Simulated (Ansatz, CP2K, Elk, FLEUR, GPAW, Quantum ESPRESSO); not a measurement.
BaMg2Sb2 (P-3m1, 5 atoms in the cell) computed with different codes at matched settings

Self-consistent single point, at a second geometry (lattice scaled by 0.98). First geometry:

```
Ba(MgSb)2
1.0
    4.79854     0.00000     0.00000
   -2.39927     4.15566     0.00000
    0.00000     0.00000     8.20590
Ba Mg Sb
1 2 2
Direct
  0.00000   0.00000   0.00000
  0.66667   0.33333   0.37666
  0.33333   0.66667   0.62334
  0.66667   0.33333   0.73051
  0.33333   0.66667   0.26949
```

Shared settings, as Ansatz (a first-principles code) writes them: kpoints.mp_grid.grid = 6 6 3; scf.occupations.method = fixed. Potentials and cutoffs stand in the table.

```json
[
 {"code": "CP2K", "model": "LDA (Pade form), GPW, DZVP-MOLOPT-SR-GTH basis, GTH-PADE potentials (GTH_POTENTIALS)", "ΔF from the first geometry (meV/atom)": "-5.2", "pressure (GPa)": "0.86", "largest force (eV/Å)": "0.353", "gap on the mesh (eV)": "0.908", "cutoff": "grid 1000 Ry"},
 {"code": "Elk", "model": "LDA (PW92), all-electron FP-LAPW, Elk's shipped species files, APW+lo basis with extra local orbitals", "ΔF from the first geometry (meV/atom)": "-17.0", "pressure (GPa)": "–", "largest force (eV/Å)": "0.191", "gap on the mesh (eV)": "0.764", "cutoff": "rgkmax 8"},
 {"code": "Ansatz", "model": "LDA (PW92), PAW files made with PBE", "ΔF from the first geometry (meV/atom)": "-16.5", "pressure (GPa)": "-0.19", "largest force (eV/Å)": "0.207", "gap on the mesh (eV)": "0.764", "cutoff": "default"},
 {"code": "FLEUR", "model": "LDA (Vosko-Wilk-Nusair), all-electron FLAPW (FLEUR), scalar-relativistic valence", "ΔF from the first geometry (meV/atom)": "-16.4", "pressure (GPa)": "–", "largest force (eV/Å)": "0.207", "gap on the mesh (eV)": "0.766", "cutoff": "Kmax 4 1/bohr"},
 {"code": "Quantum ESPRESSO", "model": "LDA (PZ), GBRV 1.5 ultrasoft (LDA) pseudopotentials", "ΔF from the first geometry (meV/atom)": "-15.9", "pressure (GPa)": "-0.14", "largest force (eV/Å)": "0.188", "gap on the mesh (eV)": "0.759", "cutoff": "40 Ry"},
 {"code": "GPAW", "model": "LDA (Perdew-Wang 92), GPAW PAW datasets LDA (gpaw-data 1.0.1)", "ΔF from the first geometry (meV/atom)": "-15.8", "pressure (GPa)": "-0.11", "largest force (eV/Å)": "0.164", "gap on the mesh (eV)": "0.732", "cutoff": "850 eV"}
]
```

Size of the force on each atom (eV/Å): Sizes of forces hide their directions.

```
code                Ba1    Mg2    Mg3    Sb4    Sb5
----------------  -----  -----  -----  -----  -----
CP2K              0.000  0.353  0.353  0.240  0.240
Elk               0.000  0.052  0.052  0.191  0.191
Ansatz            0.000  0.053  0.053  0.207  0.207
FLEUR             0.000  0.054  0.054  0.207  0.207
Quantum ESPRESSO  0.000  0.053  0.053  0.188  0.188
GPAW              0.000  0.052  0.052  0.164  0.164
```

A dash marks a value that a program does not give, or that is left out as unsure.

Gaps are read on the mesh.

On Ansatz's run: spin-orbit coupling is off.

The spread over the programs that give each value: ΔF from the first geometry within 11.8 meV/atom; pressure within 1.05 GPa; largest force within 0.189 eV/Å; gap on the mesh within 0.176 eV.

CP2K uses small atom-centred bases, whose incompleteness enters pressures, forces and empty levels differently from a plane-wave cutoff. Elk and FLEUR treat all electrons, but the usual bases taken here (sphere radii, linearisation, local orbitals, empty states) were not tested for convergence, so the values are no reference for the others. Ansatz's pressure is given at a fixed set of plane waves, as the other plane-wave codes print theirs. The same LDA comes in different parametrisations, which differ slightly. In the pressure, CP2K (by 1.01) lies more than 1 GPa from the median of the plane-wave programs. In the gap, CP2K (by 0.150) lies more than 0.12 eV from the median of the plane-wave programs. In the force vectors, CP2K (by 0.300) lies more than 0.08 eV/Å from the median of the plane-wave programs.

The starting cell comes from a database of computed structures (which also holds hypothetical and non-ambient phases and stackings), without a prior relaxation at this level. For this run, on top of that: lattice scaled by 0.98.

Left out of this page: ABINIT (with a known weakness of the program).

Keys are those of Ansatz 0.2.
